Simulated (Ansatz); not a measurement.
Levels about the gap of amorphous Si24O49Mg (74 atoms in a cell of 1139 Å³, 2.16 g/cm³; zone centre alone, so wide bands show as single levels with stretches between that a denser mesh fills), at the geometry that PBE relaxed, where it gives 0.0 GPa on a denser mesh. The participation number counts the atoms over which a state spreads; weights are charges in smoothed Voronoi cells. The levels come from a single point, so bond lengths are those of that geometry. Method of the levels: PBE, scalar-relativistic without spin-orbit coupling (Ansatz, an electronic-structure program). Sampling: the zone centre alone; Fermi-Dirac width 0.02 eV; no spin polarisation. At PBE the levels at the filled edge of the gap are localised (band-tail or defect states), and the nearest spread-out levels lie 5.2 eV apart at the zone centre.

Preparation: random packing, a CHGNet melt and quench, and a DFT relaxation. O atoms were pushed apart under 1.9 Å during the dynamics, to hinder bonds among them. The hot cell started wider than the set density and was brought back towards it in steps. It is the lowest in DFT energy of 2 quenches. It is a model cell: composition and starting density were chosen by hand, and all elements were melted together. No dispersion term was used. Its density started from a set value of 2.22 and ended at 2.16 g/cm³. The simulated quench (nominally 400 K/ps over its main leg) is rapid and tends to freeze in more defects than a deposited or slowly cooled glass has. One small periodic cell is one sample of the glass; other quenches scatter about these values. Volume and shape were free in the relaxation.

```json
[
 {"E - E(highest filled), eV": "-0.91", "filling": "filled", "participation number": "9.3", "largest on": "O, 2 neighbours", "weight O": "0.95", "weight Si": "0.05", "weight Mg": "0.00"},
 {"E - E(highest filled), eV": "-0.81", "filling": "filled", "participation number": "2.0", "largest on": "O, 2 neighbours", "weight O": "0.92", "weight Si": "0.05", "weight Mg": "0.02"},
 {"E - E(highest filled), eV": "-0.52", "filling": "filled", "participation number": "3.8", "largest on": "O, 2 neighbours", "weight O": "0.95", "weight Si": "0.04", "weight Mg": "0.01"},
 {"E - E(highest filled), eV": "-0.41", "filling": "filled", "participation number": "5.6", "largest on": "O, 2 neighbours", "weight O": "0.94", "weight Si": "0.04", "weight Mg": "0.02"},
 {"E - E(highest filled), eV": "-0.28", "filling": "filled", "participation number": "1.9", "largest on": "O, 2 neighbours", "weight O": "0.94", "weight Si": "0.04", "weight Mg": "0.02"},
 {"E - E(highest filled), eV": "-0.24", "filling": "filled", "participation number": "3.9", "largest on": "O, 2 neighbours", "weight O": "0.94", "weight Si": "0.04", "weight Mg": "0.01"},
 {"E - E(highest filled), eV": "0.00", "filling": "filled", "participation number": "2.4", "largest on": "O, 2 neighbours", "weight O": "0.95", "weight Si": "0.04", "weight Mg": "0.01"},
 {"E - E(highest filled), eV": "3.98", "filling": "empty", "participation number": "50.3", "largest on": "Si, 4 neighbours", "weight O": "0.70", "weight Si": "0.29", "weight Mg": "0.01"},
 {"E - E(highest filled), eV": "5.25", "filling": "empty", "participation number": "24.5", "largest on": "Si, 4 neighbours", "weight O": "0.61", "weight Si": "0.37", "weight Mg": "0.02"},
 {"E - E(highest filled), eV": "5.69", "filling": "empty", "participation number": "33.8", "largest on": "Si, 4 neighbours", "weight O": "0.65", "weight Si": "0.34", "weight Mg": "0.01"},
 {"E - E(highest filled), eV": "5.87", "filling": "empty", "participation number": "34.5", "largest on": "Si, 4 neighbours", "weight O": "0.67", "weight Si": "0.33", "weight Mg": "0.01"},
 {"E - E(highest filled), eV": "5.95", "filling": "empty", "participation number": "44.3", "largest on": "Si, 4 neighbours", "weight O": "0.66", "weight Si": "0.32", "weight Mg": "0.01"},
 {"E - E(highest filled), eV": "6.07", "filling": "empty", "participation number": "36.3", "largest on": "Si, 4 neighbours", "weight O": "0.66", "weight Si": "0.32", "weight Mg": "0.02"},
 {"E - E(highest filled), eV": "6.18", "filling": "empty", "participation number": "44.3", "largest on": "O, 2 neighbours", "weight O": "0.69", "weight Si": "0.30", "weight Mg": "0.02"}
]
```

Most localised among these is the filled level at -0.28 eV, on a O atom, which has 2 neighbours (Si 1.58 Å, Mg 1.91 Å).
